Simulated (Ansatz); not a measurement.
The starting structures come from a database of crystals and need not be the phases stable at ambient conditions.

The decay constant κ of evanescent states in the gap governs leakage through a thin film.

Here is the system:

```
HfCl4
1.0
    6.19685     0.00000     0.00618
    0.00000     7.42826     0.00000
    2.01675     0.00000     6.01556
Hf Cl
2 8
Direct
  0.25000   0.66339   0.50000
  0.75000   0.33661   0.50000
  0.49572   0.39206   0.27300
  0.50428   0.60794   0.72700
  0.00428   0.39206   0.72700
  0.99572   0.60794   0.27300
  0.97998   0.13762   0.24551
  0.02002   0.86238   0.75449
  0.52002   0.13762   0.75449
  0.47998   0.86238   0.24551
```

The cell was relaxed by PBE-D3(BJ); by PBEsol it stands under a pressure of -0.9 GPa.

Transport runs along the normal of the first two printed cell vectors.

No gap correction and no spin-orbit coupling; mid-gap is the computed energy nearest the middle.

Task: Compute, with PBEsol (Ansatz, a quantum-chemistry and plane-wave program), the band gap and the smallest decay constant κ at mid-gap.

Result: Gap 3.89 eV on a 6×4×6 mesh; κ = 0.388 1/Å, at the zone centre.
